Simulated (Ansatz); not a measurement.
**(Ni,Pt)Ge: Ni$_{3}$PtGe$_{4}$**

A 16-atom cell of (Ni,Pt)Ge started in the MnP type structure, site fractions Ni 0.750, Pt 0.250, short-range order 0.00 among the nearest mixed sites of the first mixed sublattice (0 is random, a negative value favours unlike neighbours), space group P-1 at the end.

Computed with r2SCAN (plane waves to 500 eV, PAW; Ansatz, a quantum-chemistry and plane-wave program). No spin–orbit coupling; the runs are not spin-polarised. Its k-point mesh 6×6×6, Fermi–Dirac width 0.05 eV.

The volume per atom is 14.13 Å³ and the Ge–Ni bonds (within 1.22 times the sum of covalent radii) comes out as 2.441 Å on average, from 2.308 to 2.569 (36). The Ge–Pt bonds (within 1.22 times the sum of covalent radii) is 2.531 Å on average, from 2.460 to 2.590 (12).

```xyz
16
Lattice="-5.4032 3.5247 0.0045 5.4004 3.5176 0.0129 -0.0047 -3.5352 -5.9516" Properties=species:S:1:pos:R:3 pbc="T T T"
Ge    -1.0517     2.6966    -2.5108
Ge     4.2892     2.5706    -2.4306
Ge    -4.3576     0.8140    -3.4276
Ge     1.1050     0.9329    -3.4995
Ge    -1.6987     0.9111    -5.4705
Ge     3.6381     0.8377    -5.3789
Ge    -3.7107     2.5996    -0.4679
Ge     1.7562     2.6658    -0.5511
Ni    -2.6939     0.9181    -1.8312
Ni     2.7338     0.8298    -1.8059
Ni    -2.7154     2.5926    -4.1072
Ni     2.6605     2.6737    -4.1241
Ni    -0.0242     2.6256    -4.7771
Pt    -0.0077    -0.8750    -4.7833
Ni     0.0153     4.4026    -1.1485
Pt     0.0016     0.8609    -1.1596
```
